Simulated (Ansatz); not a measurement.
## Size effect: V beside Mo

V (Im-3m) has a bulk resistivity ρ₀ of 25.3 μΩ·cm and a mean free path ℓ of 1.59 nm. Mo (Im-3m): ρ₀ = 5.77 μΩ·cm, ℓ = 12.2 nm. Both at 300 K by PBE, DFPT electron-phonon coupling, linearised Boltzmann equation (plane waves, PAW, scalar-relativistic; Ansatz, a first-principles code); third figures are kept for the arithmetic, and halving the electron mesh moves ρ₀ by up to 2 and 1 % at 300 K, and ℓ by up to 4 and 2 % (the most at any temperature). Cell of V: a = b = c = 2.594 Å, α = β = γ = 109.47°. Remarks on V: eigensolver warning. On Mo: eigensolver warning.

Square wire of width d: ρ = ρ₀ {1 + (3/4)(1 − p) ℓ/d + (3/2) [R/(1 − R)] ℓ/D}, with p = 0.2, R = 0.15, D = d.

Reduce the formula and give each metal's size term.

With D = d the size term is Kρ₀ℓ/d, K = 0.75 × 0.8 + 1.5 × 0.15/0.85 = 0.865. V: ρ₀ℓ = 4.0×10⁻¹⁶ Ω·m², ρ = 25.3 + 35/d. Mo: 7.04×10⁻¹⁶ Ω·m², ρ = 5.77 + 60.9/d (μΩ·cm, d in nm).

Where, if anywhere, do the two curves cross in favour of V?

d* = K × (70.4 − 40.2)/(25.3 − 5.77) ≈ 1.34 nm, far under the larger ℓ, where the formula is only a guide. For one path shared by all states the runs give ρ₀ℓ = 3.50 and 6.09×10⁻¹⁶ Ω·m², in the same order.

Find the resistance of 1 μm of line, ρL/d², in square trenches of width w. Take w = 10, 14, 18, 45 nm.


| w (nm) | ρ, V (μΩ·cm) | Ω/μm, V | ρ, Mo (μΩ·cm) | Ω/μm, Mo |
|---|---|---|---|---|
| 10 | 29 | 2900 | 11.9 | 1190 |
| 14 | 28 | 1420 | 10.1 | 520 |
| 18 | 27 | 840 | 9.2 | 280 |
| 45 | 26 | 129 | 7.1 | 35 |

The line of Mo has the lower resistance at w = 10, 14, 18, 45 nm.

The formula is the first-order form of the Fuchs-Sondheimer and Mayadas-Shatzkes models for a square wire of an isotropic metal and fails where d lies far under ℓ. Specularity, reflection and grain size are typed assumptions. Defining ℓ as one path for all states would lower each ρ₀ℓ, not all alike. Impurities, surface states and whether the polymorph can be grown are outside these numbers.

Treated as nonmagnetic (a ferromagnetic start lost its moment, other orders weren't tried): V (Im-3m).
